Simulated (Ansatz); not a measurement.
Take CdGeAs2 in the chalcopyrite structure (space group I-42d, No. 122; a = 5.8735 Å, c = 11.2264 Å) as the base. Axes: x, y, z lie along a, b, c of the conventional cell.

The values are results of LDA (Ansatz, a quantum-chemistry and plane-wave program), no spin-orbit coupling, not measurements.

For the base:

- Pressure: 0.00 GPa
- Shortest interatomic distance: 2.426 Å

It is then changed as follows: uniaxial strain ε_zz = −0.75 %, all other strain components held at zero, atoms relaxed at fixed cell.

### Question
Predict the new pressure, energy relative to the base and shortest interatomic distance.

### Answer
The pressure (mean of the normal stresses, compression positive) goes from zero to 0.49 GPa; the energy goes up by 0.4 meV/atom; the shortest interatomic distance falls by 0.006 Å (2.426 Å → 2.420 Å).

Whether these cells are dynamically stable was not tested.
